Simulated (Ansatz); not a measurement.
## RbCl, pressure series

The parent structure is RbCl in the rock salt structure (space group Fm-3m, No. 225; a = 6.6978 Å).

Cell and atoms are relaxed at each pressure.

All numbers come from PBE/PAW in Ansatz (a program for electronic structure), no spin-orbit coupling.

Candidates:
(a) pressure 50 GPa
(b) pressure 30 GPa
(c) pressure 3 GPa
(d) pressure 100 GPa

For the base:

The band gap is 4.84 eV.

Order them by band gap, highest first.

(c) pressure 3 GPa (5.32 eV), (b) pressure 30 GPa (4.86 eV), (a) pressure 50 GPa (3.88 eV), (d) pressure 100 GPa (1.87 eV)

Load acts through the strain it causes; cell and atoms are relaxed under it. No phonon test of stability was made. No other phases were tried under pressure.
